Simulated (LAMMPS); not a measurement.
SiO2 (stishovite, a high-pressure form) at 100 K and zero pressure, started from the crystal, with several potentials, in cells of their own sizes.

Interatomic potentials used:
- SiO.1990.vashishta: classical MD, pair style vashishta, file SiO.1990.vashishta (LAMMPS); P. Vashishta, R. K. Kalia, J. P. Rino, and I. Ebbsjo, Phys. Rev. B 41, 12197 (1990).
- SiO.1994.vashishta: classical MD, pair style vashishta, file SiO.1994.vashishta (LAMMPS); Nakano, Kalia, and Vashishta, J. Non-Crystal. Solids, v. 171, p. 157 (1994)
- SiO.1997.vashishta: classical MD, pair style vashishta, file SiO.1997.vashishta (LAMMPS); Broughton, Meli,Vashishta,and Kalia, Phys Rev B, v. 56, p. 611 (1997)
- ionic pair potential bks1990: classical MD, Buckingham potential of van Beest, Kramer and van Santen, Phys. Rev. Lett. 64, 1955 (1990), used with rigid ions (no shells), PPPM sums, short-range terms cut at 10 Å, modified for these runs by an r^-4 repulsive force inside the short-range force's maximum (LAMMPS)

| potential | state | volume | first peak of g(r), O-Si | coordination number of O by Si | mean phonon frequency | rough cost (ms per atom and simulated ps) |
|---|---|---|---|---|---|---|
| ionic pair potential bks1990 | crystal; no diffusion seen in 21 ps | 7.6519 ± 0.0001 Å³/atom | 1.77 Å, height 18.7 | 3.00 (counted to 2.42 Å) | 19.5 THz | 10 to 30 |
| SiO.1990.vashishta | solid that has left the starting structure; no diffusion seen in 30 ps | 11.32 ± 0.03 Å³/atom | 1.62 Å, height 23.5 | 1.94 (counted to 2.10 Å) | 19.7 THz | 10 to 30 |
| SiO.1994.vashishta | solid that has left the starting structure; no diffusion seen in 30 ps | 14.9839 ± 0.0003 Å³/atom | 1.61 Å, height 29.4 | 1.91 (counted to 2.06 Å) | 18.9 THz | 1 to 3 |
| SiO.1997.vashishta | solid that has left the starting structure; no diffusion seen in 30 ps | 16.60 ± 0.02 Å³/atom | 1.59 Å, height 23.8 | 1.88 (counted to 2.10 Å) | 9.5 THz | 1 to 3 |

Costs are rough: whole-run CPU time with set-up and analysis, from shared machines, in bands a factor of about three wide.

Caution (row ionic pair potential bks1990): in nature this polymorph isn't the stable one over the whole range of temperature at this pressure, and short runs keep a crystal in its starting form.

Caution (row SiO.1990.vashishta): enthalpy drifts during the constant-pressure average: a transition or slow ageing; fluctuation values are void.

Caution: with SiO.1990.vashishta the 0 K volume of this crystal is 30 % off the measured one.

Caution: with SiO.1994.vashishta the 0 K volume of this crystal is 40 % off the measured one.

Caution: with SiO.1997.vashishta the 0 K volume of this crystal is 55 % off the measured one.

States go by the mean squared displacement: a species diffuses where it passes 1.5 Å², still rises and gives D over 1e-6 cm²/s; a crystal has left its structure where atoms lie 0.35 Å off their sites on average or a cubic box changes its shape by 3 %, or the axial ratios of another lie 8 % off the starting cell's, which the potential's own relaxation can also do.

Errors shown are sampling errors alone.
